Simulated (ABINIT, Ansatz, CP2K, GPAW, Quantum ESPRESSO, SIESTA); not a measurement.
**One structure in several programs: Ge (Fd-3m, 2 atoms in the cell)**

Self-consistent single point.

```
Ge
1.0
    0.00000     2.82012     2.82012
    2.82012     0.00000     2.82012
    2.82012     2.82012     0.00000
Ge
2
Direct
  0.50000   0.50000   0.50000
  0.75000   0.75000   0.75000
```

All programs got the same cell, k-point mesh and kind of occupations (in Ansatz's words: kpoints.mp_grid.grid = 8 8 8; scf.occupations.method = fermi_dirac; scf.occupations.width = 0.1 eV); potentials, basis and cutoffs are each program's usual ones.

```
code                                                                                                                                model  pressure (GPa)  k-points       cutoff
----------------  -----------------------------------------------------------------------------------------------------------------------  --------------  --------  -----------
CP2K                                                              PBE, GPW, DZVP-MOLOPT-PBE-GTH basis, GTH-PBE potentials (POTENTIAL_UZH)            4.90       260  grid 400 Ry
Quantum ESPRESSO                                                                          PBE, PSlibrary ultrasoft (PBE) pseudopotentials            4.70        29        30 Ry
Ansatz                                                                                                             PBE, default PAW files            4.35        29       420 eV
SIESTA            GGA PBE, numerical atomic orbitals DZP, PseudoDojo PBE standard norm-conserving potentials (rewritten from UPF to PSML)            6.01       296  grid 400 Ry
ABINIT                                                                                                        PBE, PAW (JTH v2.0 PBE PAW)            3.75        29       571 eV
GPAW                                                                                         PBE, GPAW PAW datasets PBE (gpaw-data 1.0.1)            4.68        29       550 eV
```

The spread over the programs that give each value: pressure within 2.26 GPa.

The starting cell comes from a database of computed structures (which also holds hypothetical and non-ambient phases and stackings), without a prior relaxation at this level. Its lattice was rescaled by a random factor within 2.5 % of one. On Ansatz's run: In the base run, with a pressure of about 4 GPa the cell is away from its equilibrium volume at this level.

Question: Why do the programs differ, and what cannot be compared?

Answer: Differences of this kind can come from the potentials, where these differ, and from what each basis and cutoff leave unconverged. The valence holds different numbers of electrons (CP2K 8, Quantum ESPRESSO 8, Ansatz (a program for electronic structure) 28, SIESTA 28, ABINIT 28, GPAW 8). The zero of total energies and Fermi levels follows the potentials and each program's conventions, so they are not compared here. CP2K and SIESTA use small atom-centred bases, whose incompleteness enters pressures, forces and empty levels differently from a plane-wave cutoff. Ansatz's pressure is given at a fixed set of plane waves, as the other plane-wave codes print theirs. The programs reduce the same mesh by symmetry to different extents, which changes the work and not the result. In the pressure, SIESTA (by 1.49) lies more than 1 GPa from the median of the plane-wave programs.

Left out of this page: Elk (not drawn, or without a comparable value); FLEUR (with a known weakness of the program).

Keys are those of Ansatz 0.2.
